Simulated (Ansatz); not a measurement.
The starting structures come from a database of crystals and need not be the phases stable at ambient conditions.

 Where the default PAW files enter, the runs use the earlier of Ansatz's two default sets.

The decay constant κ of evanescent states in the gap governs leakage through a thin film.

Given:

```yaml
crystal:
  lattice:
    - [4.95458, 0.00000, 0.00000]
    - [0.00000, 4.95458, 0.00000]
    - [2.47729, -2.47729, 3.65567]
  atoms:
    - { symbol: Si, position: [0.00000, 0.00000, 0.00000] }
    - { symbol: Si, position: [0.25000, 0.25000, 0.50000] }
    - { symbol: O, position: [0.62500, 0.22179, 0.25000] }
    - { symbol: O, position: [0.22179, 0.12500, 0.75000] }
    - { symbol: O, position: [0.12500, 0.02821, 0.25000] }
    - { symbol: O, position: [0.02821, 0.62500, 0.75000] }
```

Space group of this cell: I-42d. The cell is taken as given; by PBEsol its mean pressure is 2.3 GPa.

Transport runs along the normal of the first two printed cell vectors, the (001) plane of the conventional cell.

The gap is the functional's own, uncorrected, and κ follows it; spin-orbit coupling is left out. Mid-gap values are interpolated between the computed energies.

Question: Estimate the band gap and the smallest decay constant κ at mid-gap that PBEsol run with Ansatz (an electronic-structure program) returns for this system.

Answer: Gap 5.90 eV on a 8×8×8 mesh; κ = 0.528 1/Å, at the zone centre.
